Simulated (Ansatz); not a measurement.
The reference is BaTiO$_{3}$ (space group P4mm, No. 99; a = 3.955 Å, c = 4.044 Å).

Levels (all Ansatz, an electronic-structure program, PAW): PBEsol (420 eV, no SOC); HSE06 (420 eV, scalar-relativistic without spin-orbit coupling).

Its gap is 1.85 eV with PBEsol and 3.34 eV with HSE06.

One thing is altered: the cell is scaled by 0.9766 in all directions, atoms relaxed at fixed cell.

With PBEsol the gap becomes 1.94 eV.

Task: If the HSE06 correction stayed the same, what would the HSE06 gap be, and what does the HSE06 run give?

Result: A rigid correction of +1.49 eV gives 3.43 eV. The HSE06 run gives 3.45 eV, so the two effects roughly add.

Single points use the geometry relaxed with PBEsol. HSE06 was sampled on its mesh, a few special points and the semilocal edge points, so its gap is an upper bound. The cells carry an imposed strain or load. Stability against distortions was not tested. All final runs are without spin polarisation.
